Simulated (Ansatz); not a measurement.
The parent structure is YN in the rock salt structure (space group Fm-3m, No. 225; a = 4.8563 Å). Axes: x, y, z lie along the cube axes.

The change: biaxial strain +0.34 %, plane normal [111], relaxed out of plane (Cartesian); in-plane vectors clamped, the third vector and the atoms free.

Levels (all Ansatz, an electronic-structure program, PAW, earlier PAW set): PBEsol (420 eV, spin-orbit coupling left out); r2SCAN (500 eV, no spin-orbit coupling); HSE06 (420 eV, no spin-orbit coupling); PBEsol+SOC (420 eV, spin-orbit coupling included); HSE06+SOC (420 eV, noncollinear with spin-orbit coupling).

One geometry, relaxed with PBEsol, under each level:

The valence-band top lists the three highest levels at Γ (Kramers pairs under SOC), from the VBM.

```csv
level,band gap,lowest conduction level above the VBM at special points,valence-band top at Γ,electron mass,hole mass,pressure
PBEsol,0.07 eV,F 0.07 eV; S₂ 2.38 eV; S₀ 2.38 eV; Γ 3.08 eV,"0.00, -0.02, -0.02 eV",–,"0.25 mₑ out of plane, 0.48 mₑ in plane (at Γ)",-0.86 GPa
r2SCAN,(withheld),(withheld),–,(withheld),(withheld),(withheld)
HSE06,1.04 eV,F 1.04 eV; S₂ 3.48 eV; S₀ 3.48 eV; Γ 4.30 eV,–,–,–,–
PBEsol+SOC,0.06 eV,F 0.06 eV; S₂ 2.37 eV; S₀ 2.37 eV; Γ 3.05 eV,"0.00, -0.02, -0.07 eV",–,"0.28 mₑ out of plane, 0.44 mₑ in plane (at Γ)",-0.86 GPa
HSE06+SOC,1.03 eV,F 1.03 eV; S₂ 3.46 eV; S₀ 3.46 eV; Γ 4.27 eV,"0.00, -0.02, -0.08 eV",–,–,–
```

**Question.** Give the withheld r2SCAN results.

**Answer.** 
- r2SCAN, band gap: 0.53 eV
- r2SCAN, lowest conduction level above the VBM at special points: F 0.53 eV; S₂ 2.83 eV; S₀ 2.83 eV; Γ 3.55 eV
- r2SCAN, electron mass: 1.3 mₑ along k, 0.14 mₑ across (at F)
- r2SCAN, hole mass: 0.27 mₑ out of plane, 0.49 mₑ in plane (at Γ)
- r2SCAN, pressure: 3.38 GPa

Single points use the geometry relaxed with PBEsol. Their cutoffs differ, which shifts pressures a little. HSE06 gaps are upper bounds (no full band path). The spin-orbit shifts are approximate. Effective masses come from finite differences of ±0.01 Å⁻¹. Along k means along the line from Γ to the band edge. Whether these cells are dynamically stable was not tested. A zero or small gap of YN can be the functional's error rather than a property of the material. Labels are those of the standard path for the cell's own space group.
